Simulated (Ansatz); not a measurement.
Consider O vacancy in polar orthorhombic HfO2, charge state +2. Computed with PBE, PAW (plane waves to 420 eV; Ansatz, a program for electronic structure).

96-site cell at the relaxed PBE lattice, the Γ point alone, smearing 0.01 eV, spin-restricted, no finite-size correction. Static, classical nuclei. Spin-orbit coupling is left out. The host's phase is taken as given; its stability against other phases was not computed. The charge state is imposed; whether it is stable for some Fermi level was not computed. Forms of the defect that were not tried may lie lower. The start lies 0.16 eV above the lowest site run (PBE).

Barriers: single points on a 2×2×2 k-point mesh shifted by half a step at the bands' geometries.

The step: a nearby O atom hops onto the vacant site. Atoms about the jump, Cartesian Å from the middle of the jump, before and after:

```csv
atom,x0,y0,z0,x1,y1,z1
O1,-1.16,-0.14,0.00,1.16,0.14,0.00
Hf2,-0.42,1.23,1.41,-0.16,1.32,1.50
Hf3,-0.03,-1.37,-1.30,0.15,-1.36,-1.35
O4,0.68,-2.12,0.52,0.52,-2.23,0.52
O5,1.08,0.14,-2.30,1.09,0.10,-2.57
O6,1.08,0.06,2.35,1.08,0.07,2.59
O7,0.60,2.71,0.47,0.56,2.89,0.51
O8,-1.58,-0.30,-2.53,-1.56,-0.31,-2.31
O9,-2.13,2.15,0.56,-1.96,1.95,0.52
O10,-0.88,2.14,-2.02,-0.88,2.14,-2.04
Hf11,2.80,1.19,-1.34,2.66,1.11,-1.27
O12,-1.63,-0.23,2.58,-1.56,-0.23,2.35
Hf13,-2.60,1.10,-1.26,-2.68,1.20,-1.31
```

Problem. Predict the transition state.

Solution. 
| atom | x | y | z |
|---|---|---|---|
| O1 | 0.14 | 0.22 | -0.12 |
| Hf2 | -0.24 | 1.33 | 1.46 |
| Hf3 | 0.11 | -1.35 | -1.37 |
| O4 | 0.67 | -2.24 | 0.51 |
| O5 | 1.15 | 0.12 | -2.56 |
| O6 | 1.11 | 0.06 | 2.47 |
| O7 | 0.53 | 2.95 | 0.55 |
| O8 | -1.57 | -0.30 | -2.42 |
| O9 | -2.05 | 2.05 | 0.54 |
| O10 | -0.89 | 2.17 | -2.07 |
| Hf11 | 2.75 | 1.16 | -1.35 |
| O12 | -1.60 | -0.22 | 2.42 |
| Hf13 | -2.63 | 1.20 | -1.31 |
It lies 0.70 eV above the start and 0.70 eV above the end. The saddle point's order was not checked.
